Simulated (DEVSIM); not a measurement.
Structure: abrupt CdTe n-p junction, at 300 K.

| layer (left to right) | material | thickness (μm) | Nd (cm⁻³) | Na (cm⁻³) | τn (s) | τp (s) |
|---|---|---|---|---|---|---|
| 1 | CdTe | 0.400 | 1.9e16 | - | 7.5e-8 | 7.5e-8 |
| 2 | CdTe | 4.30 | - | 4.2e13 | 7.5e-8 | 7.5e-8 |

Left contact: ohmic. Right contact: ohmic. Voltage is applied to the left contact. Recombination: SRH at mid-gap. Mobility is μmin + (μ − μmin)/(1 + (N/Nref)^α).

The device is made up for the run: typed textbook-type constants, with dimensions and the other settings drawn at random. Values at 300 K.

```
parameter        CdTe
-------------  ------
gap (eV)          1.5
affinity (eV)    4.28
permittivity     10.2
Nc (cm⁻³)        8e17
Nv (cm⁻³)      1.8e19
μn (cm²/Vs)      1000
μp (cm²/Vs)        80
μn,min            100
μp,min             10
Nref,n           1e17
Nref,p           1e17
αn                0.6
αp                0.6
```

Model (solved in DEVSIM): 1D drift-diffusion, Boltzmann statistics, complete ionisation; no tunnelling, impact ionisation, image-force lowering or self-heating.

### Question
Tabulate band edges, carrier densities and field at 10.0 V on the left contact.

### Answer
Energies count from the Fermi level of the right contact; mesh points crowd at the junctions.

```
x (μm)   Ec (eV)  Ev (eV)  n (cm⁻³)  p (cm⁻³)  field (V/cm)
-------  -------  -------  --------  --------  ------------
0.000     -9.903  -11.403    1.9e16     < 1e2           ≈ 0
0.01951   -9.903  -11.403    1.9e16     < 1e2           ≈ 0
0.05288   -9.903  -11.403    1.9e16     < 1e2           ≈ 0
0.1100    -9.903  -11.403    1.9e16     < 1e2           ≈ 0
0.2373    -9.902  -11.402    1.8e16     < 1e2           310
0.3163    -9.889  -11.390    1.1e16     < 1e2          4600
0.3625    -9.847  -11.347    2.2e15     < 1e2         15000
0.3957    -9.780  -11.280    1.6e14     < 1e2         26000
0.4121    -9.736  -11.236    3.0e13     < 1e2         27000
0.4423    -9.655  -11.155    1.3e12     < 1e2         27000
0.4977    -9.505  -11.005     3.9e9     < 1e2         27000
0.6384    -9.127  -10.627      1800     < 1e2         27000
0.8569    -8.542  -10.042     < 1e2     < 1e2         27000
1.257     -7.480   -8.980     < 1e2       210         26000
2.351     -4.636   -6.136     < 1e2       570         26000
3.385     -2.034   -3.534     < 1e2       920         25000
3.993     -0.538   -2.038     < 1e2      1100         24000
4.325      0.266   -1.234     < 1e2      1300         24000
4.546      0.797   -0.703     < 1e2     2.8e7         24000
4.627      0.991   -0.509     < 1e2    5.0e10         24000
4.671      1.096   -0.404     < 1e2    3.0e12         24000
4.700      1.165   -0.335     < 1e2    4.2e13         24000
```
